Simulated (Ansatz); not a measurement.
## Short convergence ladders for a (110) slab of CaSi (cut from a parent of space group no. 63; 8 atoms in the cell)

```yaml
crystal:
  lattice:
    - [3.92493, 0.00000, 0.00000]
    - [0.00000, 5.83965, 0.00000]
    - [0.00000, 0.00000, 21.25620]
  atoms:
    - { symbol: Ca, position: [0.25000, 0.61996, 0.32932] }
    - { symbol: Ca, position: [0.75000, 0.84378, 0.47256] }
    - { symbol: Ca, position: [0.25000, 0.31271, 0.52744] }
    - { symbol: Ca, position: [0.75000, 0.53653, 0.67068] }
    - { symbol: Si, position: [0.25000, 0.11600, 0.38737] }
    - { symbol: Si, position: [0.75000, 0.34774, 0.41450] }
    - { symbol: Si, position: [0.25000, 0.80875, 0.58550] }
    - { symbol: Si, position: [0.75000, 0.04049, 0.61263] }
```

Base method: LDA (PW92), default PAW files made with PBE (plane waves; Ansatz, an electronic-structure program).

Base settings: basis.ecutwfc = 420 eV; kpoints.mp_grid.grid = 8 5 1; hamiltonian.xc = lda; hamiltonian.pseudopotentials = {kind: paw} (the program's default PAW files); scf.occupations.method = fermi_dirac; scf.occupations.width = 0.1 eV.

The count of work is k-points × plane waves × bands × iterations; it is no time. 

**The vacuum**

The mesh stays at the base's, so the ladder's end is converged at best in this setting alone.

Only quantities that move along the ladder and can be compared are tabulated.

| vacuum between outermost atoms (Å) | free energy less the last step's (meV/atom) | largest difference of a force vector from the last step's (eV/Å) | count of work / last |
|---|---|---|---|
| 3.0 | -39.86 | 0.264 | 0.28 |
| 4.0 | -50.62 | 0.455 | 0.26 |
| 5.0 | -27.94 | 0.353 | 0.33 |
| 6.0 | -11.39 | 0.178 | 0.40 |
| 7.0 | -3.56 | 0.072 | 0.38 |
| 8.0 | -0.73 | 0.024 | 0.41 |
| 10.0 | 0.09 | 0.002 | 0.46 |
| 12.0 | 0.03 | 0.000 | 0.52 |
| 14.0 | 0.01 | 0.000 | 0.57 |
| 17.0 | 0.00 | 0.000 | 0.65 |
| 20.0 | 0.00 | 0.000 | 0.73 |
| 25.0 | 0.00 | 0.000 | 0.87 |
| 30.0 | 0.00 | 0.000 | 1.0 |

Smallest vacuum between outermost atoms (Å) that holds the free energy within 0.5 meV/atom of the last step, with all finer ones: 10.0; the step before is off by 0.73 meV/atom.

Smallest vacuum between outermost atoms (Å) that holds the forces within 0.005 eV/Å of the last step, with all finer ones: 10.0; the step before is off by 0.024 eV/Å.

**The plane-wave cutoff**

The mesh stays at the base's, so the ladder's end is converged at best in this setting alone.

Only quantities that move along the ladder and can be compared are tabulated.

```tsv
basis.ecutwfc	free energy less the last step's (meV/atom)	largest difference of a force vector from the last step's (eV/Å)	count of work / last
210 eV	587.04	0.132	0.14
250 eV	142.51	0.011	0.16
295 eV	30.30	0.009	0.21
355 eV	3.33	0.004	0.27
420 eV	0.43	0.000	0.35
505 eV	0.21	0.000	0.47
630 eV	0.05	0.000	0.65
840 eV	0.00	0.000	1.0
```

Coarsest basis.ecutwfc that holds the forces within 0.01 eV/Å of the last step, with all finer ones: 295 eV, at 0.21 of the last step's count of work; the step before is off by 0.011 eV/Å.

Coarsest basis.ecutwfc that holds the free energy within 0.5 meV/atom of the last step, with all finer ones: 420 eV, at 0.35 of the last step's count of work; the step before is off by 3.3 meV/atom.

On the base run: the starting cell comes from a database of computed structures (which also holds hypothetical and non-ambient phases and stackings), without a prior relaxation at this level. The slab is cut from that crystal, and its faces are unrelaxed. Its lattice was rescaled by up to half a per cent. Spin polarisation is off, though cut faces can carry moments; the slab shows no gap.

Left out of this page: 1 run of the series outside the window shown, repeating another row's setting, or not comparable.

Keys are those of Ansatz 0.2.
